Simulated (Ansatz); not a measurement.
**Defect calculation: Ag_Ru in hcp Ru**

All values below come from PBE, PAW (plane waves to 420 eV; Ansatz, a program for electronic structure). Set-up: 48-site cell; 4×4×4 shifted k-points; start: the Ru site; finite-size errors of tenths of an eV; the relaxation kept the symmetry of the starting site; flagged in the runs: a host that isn't quite at rest in this cell.

Neighbours after relaxation, in Å: of the Ag atom: Ru 2.71, Ru 2.71, Ru 2.71, Ru 2.71, Ru 2.71, Ru 2.71, Ru 2.76, Ru 2.76 (the shell may go on).

Formation energies E_f are those of the neutral cell. Chemical conditions: host crystal and elements as references (Δμ(Ru) = 0.00 eV, Δμ(Ag) = 0.00 eV; Ag taken from its element, since no compound that bounds it was computed at this level; only phases computed here count, gases as isolated molecules at 0 K). Reference phases: Ag: fcc Ag, Ru: hcp Ru.

```tsv
charge	moment (μB)	largest move off a lattice site (Å)	E_f, host crystal and elements as references (eV)
0	not spin-polarised	0.06	1.86
```

Flagged in the runs: a host that isn't quite at rest in this cell.

All states together cost about 19 core-minutes (a rough figure).
